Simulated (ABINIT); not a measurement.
How a calculation on Ga (Cmce, 4 atoms in the cell) responds to its settings

```
Ga
1.0
    2.21115    -3.79063     0.00000
    2.21115     3.79063     0.00000
    0.00000     0.00000     4.54548
Ga
4
Direct
  0.65570   0.34430   0.41540
  0.34430   0.65570   0.58460
  0.84430   0.15570   0.91540
  0.15570   0.84430   0.08460
```

Base run A: PBE, PAW (JTH v2.0 PBE PAW) run with ABINIT 10.0.3, self-consistent single point.

Its settings: pseudos = [Ga.GGA_PBE-JTH.xml]; ecut = 20 Ha; pawecutdg = 40 Ha; pawxcdev = 0; occopt = 7; tsmear = 0.2 eV; ngkpt = 5 5 4; nshiftk = 1; shiftk = 0 0 0; potentials = JTH v2.0 PBE PAW; nband = 34; kptopt = 1; nstep = 50; tolvrs = 1e-11.

The starting cell comes from a database of computed structures (which also holds hypothetical and non-ambient phases and stackings), without a prior relaxation at this level. Its lattice was rescaled by a random factor within 2.5 % of one. In the base run, with a pressure of about 4 GPa the cell is away from its equilibrium volume at this level. Without a gap this mesh is coarse (it stands for a supercell whose shortest vector is 18 Å).

A dash stands where there is no value to compare (another energy zero or no entropy term, no result, no spin, no clean gap, or a mesh too coarse for one). 

Run A gave: pressure (GPa) 3.54; largest force (eV/Å) 0.030.

Runs:
- B: vdw_xc: default → 5; vdw_tol: default → 1e-10 Ha [PBE-D2]
- C: vdw_xc: default → 6; vdw_tol: default → 1e-10 Ha [PBE-D3(zero)]
- D: vdw_xc: default → 7; vdw_tol: default → 1e-10 Ha [PBE-D3(BJ)]

### Question
What does run B change against A?

### Answer
The pressure goes from 3.54 to -1.30 GPa and the largest force goes from 0.030 to 0.140 eV/Å.

### Question
What does run D change against A?

### Answer
The pressure goes from 3.54 to 0.92 GPa and the largest force moves little (0.030 to 0.028 eV/Å).

### Question
What does run C change against A?

### Answer
The pressure goes from 3.54 to 2.17 GPa and the largest force goes from 0.030 to 0.057 eV/Å.

```
run  pressure (GPa)  largest force (eV/Å)  dispersion energy (eV/atom)
---  --------------  --------------------  ---------------------------
A              3.54                 0.030                            –
B             -1.30                 0.140                       -0.379
C              2.17                 0.057                       -0.187
D              0.92                 0.028                       -0.305
```
